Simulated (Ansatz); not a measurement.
An armchair MoS2 nanoribbon, N = 12, bare edges, stretched and compressed along its axis from its relaxed period of 5.490 Å, atoms relaxed at each length.

These are PBE (plane waves to 420 eV, PAW; Ansatz, a program for electronic structure) values and carry that method's errors. Mesh 1×1×6. No spin polarisation, so a magnetic state wasn't tested. Isolated but for its images some 11 Å away. An idealised model, cut from the flat sheet. It keeps the symmetry and period of its start, so it need not be a minimum against all distortions. Values not marked SOC lack spin–orbit coupling. Buckling under compression is shut out by symmetry and the short period. Energies are free energies at a Fermi–Dirac width of 0.02 eV, from the unstrained cell.

```csv
strain (%),energy (meV a period),axial force (nN),PBE gap (eV)
-3.0,+322,-6.40,0.50
-1.5,+79,-3.11,0.52
0.0,0,-0.01,0.55
+1.5,+75,+2.88,0.57
+3.0,+292,+5.51,0.56
```

The slope of the force at zero strain is 200 nN.
